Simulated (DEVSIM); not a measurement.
**abrupt Si n-p junction**

Structure: abrupt Si n-p junction, at 300 K.

```csv
layer (left to right),material,thickness (μm),Nd (cm⁻³),Na (cm⁻³),τn (s),τp (s)
1,Si,0.850,1.3e17,-,8.9e-6,8.9e-6
2,Si,1.60,-,3.5e15,8.9e-6,8.9e-6
```

Left contact: ohmic. Right contact: ohmic. Voltage is applied to the left contact. Recombination: SRH at mid-gap, radiative, Auger. Mobility is constant in doping.

The device is made up for the run: typed textbook-type constants, with dimensions and the other settings drawn at random. Values at 300 K.

```csv
parameter,Si
gap (eV),1.124
affinity (eV),4.05
permittivity,11.7
Nc (cm⁻³),2.86e19
Nv (cm⁻³),3.1e19
μn (cm²/Vs),1417
μp (cm²/Vs),470
B (cm³/s),4.7e-15
Cn (cm⁶/s),2.8e-31
Cp (cm⁶/s),9.9e-32
```

DEVSIM, 1D drift-diffusion, Boltzmann statistics, complete ionisation; no tunnelling, impact ionisation, image-force lowering or self-heating.

| Item | Value |
|---|---|
| Potential step across the device at zero bias | 0.750 V |
| Largest field in the device at zero bias | 30000 V/cm |
| Dark forward voltage at 1 A/cm² | 0.526 V |
| Dark forward voltage at 100 A/cm² | 0.656 V |

Dark forward current:

(V (V), J (A/cm²)): (-0.05, -1.1e-8); (-0.10, -8.4e-8); (-0.15, -5.7e-7); (-0.20, -3.9e-6); (-0.25, -2.6e-5); (-0.30, -0.00018); (-0.35, -0.0012); (-0.40, -0.0081); (-0.45, -0.055); (-0.50, -0.37); (-0.55, -2.4); (-0.60, -16); (-0.65, -84); (-0.70, -340); (-0.75, -1000); (-0.80, -2400)

Dark reverse current:

```json
[
 {"V (V)": "0.04", "J (A/cm²)": "1.8e-9"},
 {"V (V)": "0.10", "J (A/cm²)": "2.5e-9"},
 {"V (V)": "0.20", "J (A/cm²)": "3.0e-9"},
 {"V (V)": "0.30", "J (A/cm²)": "3.5e-9"},
 {"V (V)": "0.40", "J (A/cm²)": "3.9e-9"},
 {"V (V)": "0.60", "J (A/cm²)": "4.7e-9"},
 {"V (V)": "0.80", "J (A/cm²)": "5.4e-9"},
 {"V (V)": "1.00", "J (A/cm²)": "6.0e-9"},
 {"V (V)": "1.30", "J (A/cm²)": "7.0e-9"},
 {"V (V)": "1.60", "J (A/cm²)": "7.9e-9"},
 {"V (V)": "2.00", "J (A/cm²)": "9.0e-9"}
]
```
